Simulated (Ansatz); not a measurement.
Cells marked so need not be the phases stable at ambient conditions, and some may be hypothetical.

No gap correction and no spin-orbit coupling; mid-gap values are interpolated between computed energies.

A. AgRhO₂ (R-3m, not sure to be the ambient phase, 4 atoms a cell, 13.3 Å³ an atom, -10 GPa at this level), along the normal of (001)
B. Sr₂HN (R-3m, not sure to be the ambient phase, 4 atoms a cell, 19.2 Å³ an atom), along the normal of (100)
C. CsHF2 (I4/mcm, not sure to be the ambient phase, 8 atoms a cell, 18.8 Å³ an atom), along the normal of (111)

**Question.** Rank these by mid-gap decay constant of the slowest evanescent state (lowest first), as PBEsol (Ansatz, a program for electronic structure) gives it.

**Answer.** A (0.12 1/Å), B (0.25 1/Å), C (0.49 1/Å)
